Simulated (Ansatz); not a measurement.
# Ansatz run on Ba (Im-3m, 1 atom in the cell): self-consistent single point

Method: PBE (plane waves, PAW; Ansatz, an electronic-structure program).

Input:

Ansatz 0.2 input:
```yaml
# Ba
crystal:
  lattice:
    - [-2.49745000, 2.49745000, 2.49745000]
    - [2.49745000, -2.49745000, 2.49745000]
    - [2.49745000, 2.49745000, -2.49745000]
  atoms:
    - { symbol: Ba, position: [0.00000000, 0.00000000, 0.00000000] }
basis:
  ecutwfc: 420.0 eV
kpoints:
  mp_grid: { grid: [9, 9, 9] }
hamiltonian:
  xc: pbe
  pseudopotentials: { kind: paw }
scf:
  occupations: { method: gaussian, width: 0.1 eV }
output:
  forces: true
  eigenvalues: true
  stress: true
```

The program printed (abridged):

```
WARN ansatz: RAYON_NUM_THREADS=1 ignored (pool sized by the plan → 1); use --threads N
Pseudopotentials: kind: paw
Pseudopotential: Ba, paw, valence charge 10
Crystal: 1 atoms, lattice volume = 62.309 Å³
Basis set: ecut = 420 eV, 1205 PW (Γ), exchange–correlation on 60×60×60 points (8 copies of the dense FFT grid, shifted against one another)
Bands: 9, of which v1, the nominal top of the filled ones, is band 5 counted from 1 (4 counted from 0)
Symmetry: 48 space group operations
Space group: Im-3m (ITA 229), of the structure as read, at distance tolerance 4.0e-5 Å
k-points: 35 of 729
Initial density: superposition of atomic densities (neutral atoms: chi_scale 0, normalization atom), corrected by the library's trained network
Initial wavefunctions: pseudopotential atomic-orbital guess
Eigensolver: davidson
Functional: x = pbe(κ = 0.804, μ = 0.2195149727645171), c = pbe(β = 0.06672455060314922)
SCF iter   1: F=—  HF=-5949.541983 eV  |F-HF|=—  |Δ(HF+E_count)|=         —  Δρ=1.05e-3  dr2=1.07e-3  ethr=1.77e-3  ⟨swp⟩=7.5  Hψ=3089  notcnv=0
all-band conjugate gradients solve this SCF's bands
preconditioner: auto → Kerker (q_TF=auto, 2.011 Å⁻¹)
SCF iter   2: F=—  HF=-5949.542023 eV  |F-HF|=—  |Δ(HF+E_count)|=   3.98e-5  Δρ=7.32e-4  dr2=5.32e-4  ethr=1.07e-5  ⟨swp⟩=2.4  Hψ=706  notcnv=0
SCF iter   3: F=—  HF=-5949.542034 eV  |F-HF|=—  |Δ(HF+E_count)|=   1.06e-5  Δρ=1.15e-4  dr2=1.12e-5  ethr=5.32e-6  ⟨swp⟩=2.8  Hψ=494  notcnv=0
SCF iter   4: F=—  HF=-5949.542035 eV  |F-HF|=—  |Δ(HF+E_count)|=   1.41e-6  Δρ=4.72e-5  dr2=7.97e-7  ethr=1.12e-7  ⟨swp⟩=2.0  Hψ=493  notcnv=0
iter 5 did not close the SCF: its close was put off for the readings that it lacked (scf_convergence_deferred on its scf_iter line)
SCF iter   5: F=-5949.542036 eV  HF=-5949.542036 eV  |F-HF|=2.44e-8  |Δ(HF+E_count)|=   1.10e-6  Δρ=6.68e-6  dr2=2.79e-8  ethr=7.97e-9  ⟨swp⟩=2.5  Hψ=475  notcnv=0
SCF iter   6: F=-5949.542036 eV  HF=-5949.542036 eV  |F-HF|=1.54e-9  |Δ(HF+E_count)|=   2.62e-8  Δρ=1.36e-6  dr2=1.34e-9  ethr=2.79e-10  ⟨swp⟩=3.0  Hψ=1191  notcnv=0
SCF 1 converged in 6 iterations: F = -5949.542036 eV  dr2 = 1.34e-9
SCF converged after 6 iterations
Free energy (F): -5949.542036 eV
Harris-Foulkes:  -5949.542036 eV  (|F-HF|=1.54e-9)
Internal energy: -5949.534951 eV  (E = F + TS)
E sigma→0 (E₀):  -5949.538494 eV
Entropy (-TS):   -0.007085 eV (-7.085 meV/atom)
Fermi energy:    5.932230 eV
--- Per-component energies (eV) ---
  E_band       = -83.923088
  E_kinetic    = 166.472556
  E_local      = -374.229215  (includes V_loc(G=0)·N_el)
  E_nonlocal   = 57.112382
  E_hartree    = 118.061302
  E_xc         = -166.547032
  E_vxc        = -133.628228  (∫ρ·V_xc dr)
  E_paw        = -5225.833164  (= ΣΔE_a)
  E_vpaw       = -35.773238  (= ΣTr[D̂ρ^β])
  E_aug_tail   = -0.000002  (compensation charges beyond the density's cutoff)
  E_ewald      = -524.571778
  E_smearing   = -0.007085  (= −TS)
  E_closure    = 0.000000  (closes the sum)
  Σ components = -5949.542036   (vs F -5949.542036, Δ=0.00e0)
--- Forces (eV/Å), atoms counted from 1 ---
  atom   1  Ba     0.00000000    -0.00000000     0.00000000
  max |Σ_I F_I| component: 4.85e-31 eV/Å
--- Stress (GPa, compression-positive) ---
        0.154597      -0.000000       0.000000
        0.000000       0.154597       0.000000
       -0.000000      -0.000000       0.154597
  P = ⅓ Tr σ = 0.1546 GPa (1.546 kbar)
  The stress holds the Pulay correction. Without it, at fixed plane waves, as pw.x and ABINIT print it: P = 0.1532 GPa
--- Band table (eV; the first three rows and the last of 35) ---
  k-point 0: bands = ["-22.9321", "-7.8772", "-7.8772", "-7.8772", "3.1711", "7.7675", "7.7675", "7.7675", "9.1822"]
  k-point 1: bands = ["-22.9268", "-7.9370", "-7.8956", "-7.8776", "3.4021", "7.5732", "7.6334", "7.9917", "8.8834"]
  k-point 2: bands = ["-22.9134", "-8.0832", "-7.9415", "-7.8786", "4.0088", "7.1700", "7.1806", "8.6413", "8.8552"]
  k-point 34: bands = ["-22.8549", "-8.2080", "-8.1972", "-8.1972", "5.4271", "5.4407", "9.4555", "9.4555", "9.7205"]
```

The run converged in 6 iterations.

The starting cell has typed, rounded lattice constants, without a prior relaxation at this level. Its lattice was rescaled by up to half a per cent. Ansatz's pressure includes its estimate of the finite-basis (Pulay) stress.
